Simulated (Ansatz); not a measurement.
Data:

```
CELL_PARAMETERS angstrom
      3.34798     0.00000     0.00000
      0.00000     3.34798     0.00000
      1.67399    -1.67399     2.45843
ATOMIC_POSITIONS crystal
  Y  0.00000 0.00000 0.00000
  N  0.50000 0.50000 0.00000
```

No spin polarisation.

Computed with Ansatz (a program for electronic structure) PBEsol, spin-orbit coupling left out. k-mesh 12×12×12 (Γ-centred); smearing 0.05 eV (Fermi–Dirac).

### Question
Predict the space group, band gap and pressure.

### Answer
The space group comes out as I4/mmm (No. 139) and the band gap is zero. The pressure (mean of the normal stresses, compression positive) is 7.7 GPa.

A case with no gap was solved on a k-mesh chosen for an insulator, which is coarse for it. The cells carry an imposed strain or load. No phonon test of stability was made. All final runs are without spin polarisation. The cell was made from YN in the rock salt structure (space group Fm-3m, No. 225) by this change: biaxial strain −2.50 %, plane normal [001], relaxed out of plane. The zero or small gap of YN can change with the level of theory.
